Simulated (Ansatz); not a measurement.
**AlHO2 (space group Pmn2_1, No. 31)**

```
AlHO2
1.0
    2.84082     0.00000     0.00000
    0.00000     4.19688     0.00000
    0.00000     0.00000     4.70932
Al H O
2 2 4
Direct
  0.50000   0.26864   0.49236
  0.00000   0.73136   0.99236
  0.50000   0.21106   0.97981
  0.00000   0.78894   0.47981
  0.00000   0.50586   0.64609
  0.50000   0.49414   0.14609
  0.00000   0.99546   0.34716
  0.50000   0.00454   0.84716
```

Method: PBEsol (Ansatz, a quantum-chemistry and plane-wave program), no SOC. Γ-centred 12×8×7 mesh, Fermi–Dirac width 0.05 eV.

```yaml
volume_per_atom: 7.02 Å³
density: 3.55 g/cm³
band_gap: "5.97 eV (uncertain: the edges found on the path are not clean extrema)"
total_energy: -416.553 eV/atom (σ→0; compares only within this code and set-up)
```

No phonon test of stability was made.
